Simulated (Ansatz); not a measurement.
Total g(r) from a molecular-dynamics run [in the run: Γ point only, which a denser mesh shifts by -0.1 GPa in pressure and 0.03 eV/Å in forces]. Method: PBE (plane waves, PAW; Ansatz, an electronic-structure program).

(r (Å), g(r)): (1.02, 0.00); (1.14, 0.00); (1.26, 0.00); (1.38, 0.00); (1.50, 0.00); (1.62, 0.00); (1.74, 0.00); (1.86, 0.03); (1.98, 1.61); (2.10, 4.01); (2.22, 1.63); (2.34, 0.27); (2.46, 0.07); (2.58, 0.34); (2.70, 0.72); (2.82, 1.09); (2.94, 1.59); (3.06, 1.48); (3.18, 1.20); (3.30, 1.04); (3.42, 0.65); (3.54, 0.66); (3.66, 1.00); (3.78, 1.42); (3.90, 1.27); (4.02, 0.76); (4.14, 0.81); (4.26, 0.97); (4.38, 0.83); (4.50, 0.63); (4.62, 0.73); (4.74, 1.16)

### Question
Which system gave this curve?
A. SiC (zinc blende; 3C polytype), crystal, 1482 K
B. SnO2 (rutile type), crystal, 920 K
C. GaN (zinc blende; a metastable form), crystal, 1242 K (so hot that an open crystal may lose its volatile element)
D. ZnO (wurtzite), crystal, 1666 K

### Answer
B, SnO2 (rutile type), crystal, 920 K
